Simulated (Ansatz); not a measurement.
We consider SiGe (model structure, I-4m2, No. 119, 10 atoms in the cell), described by LDA (PAW; Ansatz, an electronic-structure program).

Run with plane-wave cutoff 520 eV, 12×12×12 k mesh, Fermi–Dirac smearing 0.01 eV, scalar-relativistic PAW data made under PBE.

Cell (relaxed at this level):

```cif
data_Ge10Si10
_chemical_formula_sum 'Si10 Ge10'
_space_group_name_H-M_alt 'I-4m2'
_space_group_IT_number 119
_space_group_name_Hall 'I -4 -2'
_cell_length_a 3.89244
_cell_length_b 3.89244
_cell_length_c 27.53482
_cell_angle_alpha 90.000
_cell_angle_beta 90.000
_cell_angle_gamma 90.000
loop_
_atom_site_label
_atom_site_type_symbol
_atom_site_symmetry_multiplicity
_atom_site_Wyckoff_symbol
_atom_site_fract_x
_atom_site_fract_y
_atom_site_fract_z
_atom_site_occupancy
Si1 Si 4 e 0.00000 0.00000 0.09644 1
Si2 Si 4 f 0.50000 0.00000 0.04832 1
Si3 Si 2 b 0.00000 0.00000 0.50000 1
Ge1 Ge 4 f 0.00000 0.50000 0.14629 1
Ge2 Ge 4 e 0.00000 0.00000 0.30175 1
Ge3 Ge 2 d 0.50000 0.00000 0.25000 1
```
(The calculation used a cell of 10 atoms; values per cell refer to that cell.)

### Question
Give the computed band gap.

### Answer

- band gap: 0.22 eV (direct)

Note: the relaxation could raise the start's symmetry but not lower it, so the cell can be a saddle point.

Spin–orbit coupling is not included.

A model structure was made by putting elements into a prototype or built by hand; it is no filed structure, need not be a known phase, and can be a saddle point held by its symmetry.
